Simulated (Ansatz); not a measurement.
## A computed series for hypothetical I4_132 P: pressure series

The parent structure is P (space group I4_132, No. 214; a hypothetical phase, not in the database extracts checked).

```yaml
crystal:
  lattice:
    - [-3.01468, 3.01468, 3.01468]
    - [3.01468, -3.01468, 3.01468]
    - [3.01468, 3.01468, -3.01468]
  atoms:
    - { symbol: P, position: [0.00000, 0.25000, 0.50000] }
    - { symbol: P, position: [0.25000, 0.50000, 0.00000] }
    - { symbol: P, position: [0.50000, 0.00000, 0.25000] }
    - { symbol: P, position: [0.25000, 0.25000, 0.25000] }
```

Cell and atoms are relaxed at each pressure.

The values are results of PBEsol (Ansatz, a first-principles code), no spin-orbit coupling, not measurements.

Notes on the quantities. enthalpy: H = E + PV relative to the base's energy.

| variant | enthalpy | lattice parameter a |
|---|---|---|
| base | – | 6.029 Å |
| pressure −2 GPa | -0.35 eV/atom | 6.149 Å |
| pressure −1 GPa | -0.17 eV/atom | 6.082 Å |
| pressure 0.3 GPa | +0.05 eV/atom | 6.015 Å |
| pressure 0.7 GPa | +0.12 eV/atom | 5.998 Å |
| pressure 1.5 GPa | +0.25 eV/atom | 5.966 Å |
| pressure 3 GPa | +0.50 eV/atom | 5.915 Å |
| pressure 5 GPa | +0.81 eV/atom | 5.858 Å |
| pressure 7.5 GPa | +1.20 eV/atom | 5.798 Å |
| pressure 10 GPa | +1.58 eV/atom | 5.749 Å |

Load acts through the strain it causes; cell and atoms are relaxed under it. Whether these cells are dynamically stable was not tested. No other phases were tried under pressure.
